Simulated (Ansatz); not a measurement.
Consider TiP in the zinc blende structure (space group F-43m, No. 216; a = 5.554 Å; a hypothetical phase, not in the database extracts checked; relaxed with 0.1 eV smearing). Axes: x, y, z lie along the cube axes.

Computed with PBE (Ansatz, an electronic-structure program), scalar-relativistic without spin-orbit coupling.

The change: tensor shear ε_yz = +3.70 % (engineering shear γ = 0.0740); the atoms relax in the strained cell.

Predict the stress tensor and what it implies for the stiffness.

Stress of the strained cell less that of the base (GPa, compression positive):
```
   -0.5     0.0     0.0
    0.0    -0.1    -0.5
    0.0    -0.5    -0.1
```

Then −Δσ/γ with γ = 2ε = 0.0740 gives secant stiffness values (nonlinear terms included at this strain): C44 ≈ 6.5 GPa.

No phonon test of stability was made. All final runs are without spin polarisation. TiP has a high density of states at the Fermi level and may be magnetic at this level.
